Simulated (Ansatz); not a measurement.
AsP (model structure, started from the NiAs type, P6₃/mmc, No. 194, 4 atoms in the cell): properties by level of theory

```tsv
level (code)	lattice constant a (Å)	lattice parameter c (Å)	bulk modulus B0 (GPa)	cohesive energy (eV/atom)
PBE (Ansatz)	3.582	6.565	?	2.92
PBEsol (Ansatz)	3.514	?	87.4	?
r²SCAN (Ansatz)	?	6.540	83.8	2.74
```

Task: Complete the blanks.

Result: 
- PBE (Ansatz, a program for electronic structure), bulk modulus B0 (GPa): 78.5
- PBEsol (Ansatz), lattice parameter c (Å): 6.520
- PBEsol (Ansatz), cohesive energy (eV/atom): 3.42
- r²SCAN (Ansatz), lattice constant a (Å): 3.557

Caveats: the bulk modulus is −V dP/dV from two relaxed cells at ±2 % in volume (PBE, PBEsol, r²SCAN). Ansatz's density-functional and Hartree–Fock values are scalar-relativistic unless marked +SOC, with PAW data made under PBE.

Free atoms are spin-polarised, in the lowest state found; at levels without +SOC their spin–orbit coupling is left out.

The computed numbers hold no vibrational or temperature effects.

A model structure was made by putting elements into a prototype or built by hand; it is no filed structure, need not be a known phase, and can be a saddle point held by its symmetry.
